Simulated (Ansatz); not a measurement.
Start from Si in the diamond structure (space group Fd-3m, No. 227).

```
Si
1.0
    0.00000     2.71688     2.71688
    2.71688     0.00000     2.71688
    2.71688     2.71688     0.00000
Si
2
Direct
  0.00000   0.00000   0.00000
  0.25000   0.25000   0.25000
```

Cartesian axes are those of the cell as printed.

Level of theory: PBEsol in Ansatz (plane waves to 420 eV, PAW, no SOC).

It is then changed as follows: uniaxial strain ε_zz = −1.00 %, all other strain components held at zero; the atoms relax in the strained cell.

### Question
Predict the stress tensor and what it implies for the stiffness.

### Answer
Stress of the strained cell less that of the base (GPa, compression positive):
```
   0.65    0.00    0.00
   0.00    0.65    0.00
   0.00    0.00    1.58
```

Then −Δσ_ii/ε with ε = -0.0100 gives relaxed-ion elastic constants: C33 ≈ 158 GPa, C13 ≈ 65 GPa and C23 ≈ 65 GPa.

Stability against distortions was not tested.

Ansatz is an electronic-structure program.
